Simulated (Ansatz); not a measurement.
The parent structure is a 24-atom supercell of SiC (space group P6_3mc, No. 186; a = 3.078 Å, c = 10.076 Å) at its relaxed geometry.

Computed with Ansatz (a quantum-chemistry and plane-wave program), PBEsol, PAW, cutoff 420 eV, no spin-orbit coupling, earlier PAW set.

For the base:

| Quantity | Result |
|---|---|
| Mean distance from the defect site to its nearest host atoms | 1.88 Å |
| Gap of the supercell | 2.12 eV |
| Pressure | 0.0 GPa |

One thing is altered: a neutral C on a Si site (antisite), atoms relaxed at fixed cell, starting from a slightly rattled geometry.

Task: Predict the new mean distance from the defect site to its nearest host atoms, gap of the supercell, largest displacement of a host atom from its site in the perfect cell, pressure and total moment of the cell.

Result: The mean distance from the defect site to its nearest host atoms shrinks by 0.226 Å to 1.66 Å; the gap of the supercell drops by 0.16 eV, from 2.12 eV to 1.96 eV; the largest displacement of a host atom from its site in the perfect cell comes out as 0.23 Å; the pressure goes from zero to -8.8 GPa; the total moment of the cell comes out as 0.0 μB.

The magnetic state is the one reached from the starting moments; the real material's order can differ, and small cells can't hold many antiferromagnetic ones. In so small a cell the defect repeats every few ångströms: this is an ordered compound, not a dilute defect. Starting moments died away, wholly or in part, for C on a Si site (antisite); another magnetic solution may exist. The defect cell is spin-polarised and ends with 0.0 μB.
